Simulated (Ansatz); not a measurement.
The starting structures come from a database of crystals and need not be the phases stable at ambient conditions.

## Evanescent states of AlH₃ (R-3c, not sure to be the ambient phase, 8 atoms a cell, 8.2 Å³ an atom) along the normal of (110)

Method: r2SCAN (plane waves, PAW; Ansatz, a quantum-chemistry and plane-wave program).

The gap is the functional's own, uncorrected, and κ follows it; spin-orbit coupling is left out. Mid-gap values are interpolated between the computed energies.

Energies count from the valence-band top; κ is the least over a 8×6 mesh across the current.

```tsv
E (eV)	κ (1/Å)	where
0.08	0.135	Γ
0.24	0.205	Γ
0.40	0.245	Γ
0.56	0.274	Γ
0.72	0.296	Γ
0.88	0.314	Γ
1.04	0.328	Γ
1.20	0.340	Γ
1.36	0.338	Γ
1.52	0.328	Γ
1.68	0.318	Γ
1.84	0.307	Γ
2.00	0.295	Γ
2.16	0.281	Γ
2.32	0.265	Γ
2.48	0.245	Γ
2.64	0.220	Γ
2.80	0.188	Γ
2.96	0.142	Γ
3.12	0.055	Γ
```

Q: How thick must the barrier be to attenuate the transmission by 10^4 when the electrodes' Fermi level lies at 1.84 eV, and what attenuation does that film give at 3.12 eV?

A: d = 4 ln 10 / (2 × 0.307) = 15.0 Å. At 3.12 eV it gives 4 × 0.055/0.307 = 0.7 decades.
